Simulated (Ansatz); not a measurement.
AlN: response to strain

Consider AlN in the zinc blende structure (space group F-43m, No. 216; a = 4.370 Å). Axes: x, y, z lie along the cube axes.

Strains are applied to the cell and any free atomic positions relax.

All numbers come from r2SCAN in Ansatz (plane waves to 500 eV, PAW, scalar-relativistic without spin-orbit coupling).

Notes on the quantities. energy relative to the base: free energy F.

| change | energy relative to the base | band gap | hole mass | volume per atom |
|---|---|---|---|---|
| base | 0 meV/atom | 3.94 eV | – | 10.43 Å³ |
| uniaxial strain ε_zz = −3.00 % | +9.1 meV/atom | 3.79 eV | 0.34 mₑ along z, 1.4 mₑ across (at Γ) | 10.12 Å³ |
| uniaxial strain ε_zz = −2.50 % | +6.3 meV/atom | 3.82 eV | 0.34 mₑ along z, 1.4 mₑ across (at Γ) | 10.17 Å³ |
| uniaxial strain ε_zz = −2.00 % | +4.0 meV/atom | 3.84 eV | 0.34 mₑ along z, 1.4 mₑ across (at Γ) | 10.22 Å³ |
| uniaxial strain ε_zz = −1.50 % | +2.3 meV/atom | 3.87 eV | 0.34 mₑ along z, 1.4 mₑ across (at Γ) | 10.27 Å³ |
| uniaxial strain ε_zz = −1.00 % | +1.0 meV/atom | 3.89 eV | 0.33 mₑ along z, 1.4 mₑ across (at Γ) | 10.33 Å³ |
| uniaxial strain ε_zz = −0.50 % | +0.3 meV/atom | 3.92 eV | 0.33 mₑ along z, 1.4 mₑ across (at Γ) | 10.38 Å³ |

Effective masses come from finite differences of ±0.01 Å⁻¹. Stability against distortions was not tested. This is not the structure that AlN has at room temperature and ambient pressure.

Ansatz is a quantum-chemistry and plane-wave program.
